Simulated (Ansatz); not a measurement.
# zinc-blende BN: the defect C_N+Si_B

Computed with PBE, PAW (plane waves to 420 eV; Ansatz, a program for electronic structure). Cell and caveats: 64-site cell; 2×2×2 shifted k-points; start: the N site; B 1.57 Å away; energies good to tenths of an eV; relaxed from one start, so a lower configuration may exist.

Neighbours after relaxation, in Å: of the Si atom: C 1.69, N 1.71, N 1.71, N 1.71; of the C atom: B 1.55, B 1.55, B 1.55, Si 1.69.

```tsv
charge	moment (μB)	largest move off a lattice site (Å)
0	not spin-polarised	0.15
```

All states together cost around 2.4 core-minutes (rough).
